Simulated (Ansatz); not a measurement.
**What isotropic strain −2.00 % does to CdS**

Start from CdS in the zinc blende structure (space group F-43m, No. 216; a = 5.7566 Å).

Modification: every lattice vector is shortened by 2.00 %, atoms relaxed at fixed cell.

Level of theory: Ansatz (a program for electronic structure), LDA, PAW, cutoff 420 eV, no SOC. Γ-centred 10×10×10 mesh, Fermi–Dirac width 0.05 eV.

The space group stays F-43m (No. 216) and the shortest interatomic distance falls by 0.050 Å, from 2.493 Å to 2.443 Å. The energy goes up by 20 meV/atom and the pressure goes from zero to 4.74 GPa. The band gap goes up by 0.12 eV (0.95 eV → 1.07 eV) and the gap character is still direct at Γ. The mean gap deformation potential ΔEg/Δln V comes out as -2.0 eV and the width of the top valence band increases by 0.232 eV, from 2.38 eV to 2.62 eV. The electron mass becomes 0.11 mₑ (at Γ) (base: 0.10 mₑ (at Γ)).

Final structure:

```
CELL_PARAMETERS angstrom
      0.00000     2.82074     2.82074
      2.82074     0.00000     2.82074
      2.82074     2.82074     0.00000
ATOMIC_POSITIONS crystal
  Cd 0.00000 0.00000 0.00000
  S  0.25000 0.25000 0.25000
```

Cost of the whole job for the changed cell (relaxation, final SCF and bands): very roughly 10 core-seconds.

Masses are band curvatures over ±0.01 Å⁻¹ around the edge. Semilocal Kohn–Sham gaps tend to fall short of experiment. Stability against distortions was not tested.
